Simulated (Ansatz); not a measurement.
This Ansatz (a quantum-chemistry and plane-wave program) input is the reference run, GaN in the wurtzite structure (space group P6_3mc, No. 186), computed with Ansatz, r2SCAN, PAW, cutoff 500 eV, spin-orbit coupling left out:

Ansatz 0.2 input:
```yaml
crystal:
  lattice:
    - [3.1831234754, 0, 0]
    - [-1.5915617377, 2.7566657931, 0]
    - [0, 0, 5.1836342477]
  atoms:
    - { symbol: Ga, position: [0.6666666667, 0.3333333333, 0.0009887287] }
    - { symbol: Ga, position: [0.3333333333, 0.6666666667, 0.5009887287] }
    - { symbol: N, position: [0.6666666667, 0.3333333333, 0.6242112713] }
    - { symbol: N, position: [0.3333333333, 0.6666666667, 0.1242112713] }
basis: { ecutwfc: 500, ecutrho_ratio: 4, xc_grid: 4, fft_grid_basis: typed }
kpoints: { mp_grid: { grid: [12, 12, 7] } }
hamiltonian:
  xc: r2scan
  dispersion: none
  pseudopotentials: { kind: paw }
scf: { occupations: { method: fermi_dirac, width: 0.05 }, convergence: { dr2_threshold: 0.0000000004 } }
output: { forces: true, stress: true }
checkpoint: { write: state.ck, write_every: 1000 }
```

Write the input for this change: a free-standing slab of 4 layers (16 atoms, 4 a layer) is cut normal to the y axis, with 15 Å of vacuum and the in-plane cell held at bulk.


Ansatz 0.2 input:
```yaml
crystal:
  lattice:
    - [3.1831234754, 0, 0]
    - [0, 5.1836342477, 0]
    - [0, 0, 24.188885977]
  atoms:
    - { symbol: Ga, position: [0.5, 0.9990112713, 0.3100597525] }
    - { symbol: N, position: [0.5, 0.3757887287, 0.3100597525] }
    - { symbol: Ga, position: [1, 0.4990112713, 0.348047802] }
    - { symbol: N, position: [1, 0.8757887287, 0.348047802] }
    - { symbol: Ga, position: [1, 0.9990112713, 0.424023901] }
    - { symbol: N, position: [1, 0.3757887287, 0.424023901] }
    - { symbol: Ga, position: [1.5, 0.4990112713, 0.4620119505] }
    - { symbol: N, position: [1.5, 0.8757887287, 0.4620119505] }
    - { symbol: Ga, position: [1.5, 0.9990112713, 0.5379880495] }
    - { symbol: N, position: [1.5, 0.3757887287, 0.5379880495] }
    - { symbol: Ga, position: [2, 0.4990112713, 0.575976099] }
    - { symbol: N, position: [2, 0.8757887287, 0.575976099] }
    - { symbol: Ga, position: [2, 0.9990112713, 0.651952198] }
    - { symbol: N, position: [2, 0.3757887287, 0.651952198] }
    - { symbol: Ga, position: [2.5, 0.4990112713, 0.6899402475] }
    - { symbol: N, position: [2.5, 0.8757887287, 0.6899402475] }
basis: { ecutwfc: 500, ecutrho_ratio: 4, xc_grid: 4, fft_grid_basis: typed }
kpoints: { mp_grid: { grid: [10, 7, 1] } }
hamiltonian:
  xc: r2scan
  dispersion: none
  pseudopotentials: { kind: paw }
scf: { occupations: { method: fermi_dirac, width: 0.05 }, convergence: { dr2_threshold: 0.0000000016 } }
relax: { f_tol: 0.01, max_steps: 50 }
output: { forces: true, stress: true }
checkpoint: { write: state.ck, write_every: 1000 }
```
This is the input that was run; other choices of cell and start would serve too.

No phonon test of stability was made.
